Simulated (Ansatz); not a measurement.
Computed with PBE (plane waves to 420 eV, PAW; Ansatz, a quantum-chemistry and plane-wave program).

Planar average of the electrostatic potential across the slab, in eV from the Fermi level, for the (10-12) surface of hexagonal WC in its 1x1 cell (cut with top plane C, bottom plane W), outermost plane spacing 0.41 Å in the ideal cut (one of several cuts of this face):

(z (Å), V (eV)): (3.83, 4.21); (4.12, 4.21); (4.42, 4.20); (4.71, 4.20); (5.01, 4.19); (5.30, 4.17); (5.59, 4.14); (5.89, 4.07); (6.18, 3.93); (6.48, 3.67); (6.77, 3.15); (7.07, 2.09); (7.36, -0.23); (7.66, -4.07); (7.95, -8.19); (8.24, -12.23); (8.54, -14.67); (8.83, -13.90); (9.13, -12.03); (9.42, -12.60); (9.72, -12.88); (10.01, -11.53); (10.31, -10.52); (10.60, -12.31); (10.89, -13.93); (11.19, -13.24); (11.48, -11.29); (11.78, -11.73); (12.07, -13.18); (12.37, -13.00); (12.66, -11.28); (12.96, -11.38); (13.25, -13.11); (13.54, -13.25); (13.84, -11.54); (14.13, -11.00); (14.43, -12.93); (14.72, -13.93); (15.02, -12.56); (15.31, -11.00); (15.61, -12.00); (15.90, -12.64); (16.19, -11.57); (16.49, -10.75); (16.78, -12.85); (17.08, -14.58); (17.37, -13.75); (17.67, -11.61); (17.96, -11.56); (18.26, -10.80); (18.55, -6.45); (18.84, -0.71); (19.14, 2.49); (19.43, 3.85); (19.73, 4.47); (20.02, 4.76); (20.32, 4.89); (20.61, 4.95); (20.91, 4.98); (21.20, 4.99); (21.49, 5.00); (21.79, 5.00); (22.08, 5.00); (22.38, 5.00); (22.67, 5.00)

Slab: 18 atoms, C9W9, 10.3 Å thick at the start (thin: gaps and levels are the slab's own); k 13x7x1, smearing 0.1 eV, dipole-corrected; all atoms relaxed; held to the start's symmetry, so lower structures may exist; no spin, no spin-orbit, no U.

The surface cell has an area of 16.97 Å². What dipole along the normal does the step between the two vacuum levels imply?

the top vacuum level lies 0.80 eV above the bottom one; p = −ε₀ A ΔV (ε₀ = 0.005526 e/(V·Å)) gives -0.07 e·Å a cell.
